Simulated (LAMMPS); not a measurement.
An MD run on a free-standing liquid film of Si, 1800 atoms, at 2280 K.

Computed with classical MD, pair style sw, file Si.sw; code LAMMPS.

Task: Predict the surface tension, the number density in the middle, the excess potential energy of the surface.

Result: surface tension: 0.76 ± 0.02 N/m; number density in the middle: 0.0521 Å⁻³; excess potential energy of the surface: 1.1 J/m².
